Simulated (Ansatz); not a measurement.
**A computed series for MgS: response to strain**

Take MgS in the rock salt structure (space group Fm-3m, No. 225; a = 5.1292 Å) as the base. Axes: x, y, z lie along the cube axes.

Strains are applied to the cell and any free atomic positions relax; under biaxial strain the out-of-plane vector relaxes too.

Calculations: LDA (Ansatz, a program for electronic structure, PAW, no SOC).

```tsv
biaxial strain, plane normal [111], relaxed out of plane (%)	band gap (eV)
0	2.65
0.42	?
0.83	2.54
1.25	2.49
1.67	2.43
2.08	2.38
2.5	2.32
```

Q: Fit E_g = E₀ + Dε (ε in %) to the rows shown and predict the withheld row.

A: Least squares on the printed values gives E₀ = 2.65 eV, D = -131 meV per % of strain (largest residual 0.00 eV); this predicts 2.60 eV, and the run gives 2.59 eV, in agreement.

Stability against distortions was not tested.
